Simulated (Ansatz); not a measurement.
Worked calculations on one periodic cell of amorphous Ti₂₀O₄₂Si: Ti20O42Si, 63 atoms, volume 780.1 Å³, made by a melt-quench on the CHGNet potential and relaxed with DFT. O atoms were pushed apart under 1.9 Å during the dynamics, to hinder bonds among them. It is a model cell: composition and starting density were chosen by hand, and all elements were melted together. Cycles of charging were run to anneal it. Method: PBE, scalar-relativistic without spin-orbit coupling (plane waves to 420 eV, PAW; Ansatz, a quantum-chemistry and plane-wave program). Sampling: a 2×2×2 Γ-centred mesh; Fermi-Dirac width 0.02 eV; no spin polarisation. Its volume was held where the quench left it, its shape was free, and it stands at a mean pressure of 1.3 GPa with stress components up to 1.3 GPa; the relaxation ran on the zone centre alone. Its density went from a set 3.53 to 3.53 g/cm³. The cell is small and was quenched far faster than a real film, so it is one sample of the glass.

### Question
Count formal charges (Ti +4, O -2, Si +4). What does the count lead one to expect at the Fermi level, and what does the calculation give?

### Answer
20 × (+4) + 42 × (-2) + 1 × (+4) = 0. The charges balance, so the anion-derived valence states can be full and a gap can open. On this mesh the highest filled and lowest empty level lie 2.57 eV apart, the PBE gap of this cell, with a localised state at one edge or both.

Four energies for an added electron at PBE on the zone centre alone (charged cells in a uniform background, spin-polarised): neutral at the neutral geometry -74540.563 eV; charged at the neutral geometry -74531.803 eV; charged and relaxed -74531.956 eV; neutral at the charged geometry -74540.343 eV.

### Question
Find the two relaxation energies and their sum, the reorganisation energy.

### Answer
On charging: -74531.803 − (-74531.956) = 0.153 eV. On discharging: -74540.343 − (-74540.563) = 0.220 eV. The sum is 0.373 eV. The carrier's level spreads over 10 of the 63 atoms' worth, so it counts as partly localised, most on one Ti atom with neighbours O 1.73 Å, O 1.85 Å, O 1.98 Å, O 2.04 Å, O 2.19 Å, O 2.20 Å (neutral geometry). The values are uncorrected: the image energy of a point charge in this cell, 2.84 × 14.40 / (2 × 9.2) = 2.2 eV before screening, is screened by electrons alone at the fixed geometry and by ions too after relaxing, and the carrier can be spread before it relaxes, so each term can be off by up to that value times 1/ε∞, some tenths of an eV. PBE's self-interaction favours spread-out carriers, so a hybrid can localise more.

Four energies for a hole at PBE on the zone centre alone (charged cells in a uniform background, spin-polarised): neutral at the neutral geometry -74540.563 eV; charged at the neutral geometry -74546.537 eV; charged and relaxed -74546.847 eV; neutral at the charged geometry -74539.782 eV.

### Question
Find the two relaxation energies and their sum, the reorganisation energy.

### Answer
On charging: -74546.537 − (-74546.847) = 0.310 eV. On discharging: -74539.782 − (-74540.563) = 0.781 eV. The sum is 1.091 eV. The carrier's level spreads over 3 of the 63 atoms' worth, so it counts as localised, most on one O atom with neighbours Ti 1.90 Å, Ti 2.00 Å, Ti 2.16 Å (neutral geometry). The values are uncorrected: the image energy of a point charge in this cell, 2.84 × 14.40 / (2 × 9.2) = 2.2 eV before screening, is screened by electrons alone at the fixed geometry and by ions too after relaxing, and the carrier can be spread before it relaxes, so each term can be off by up to that value times 1/ε∞, some tenths of an eV. PBE's self-interaction favours spread-out carriers, so a hybrid can localise more.
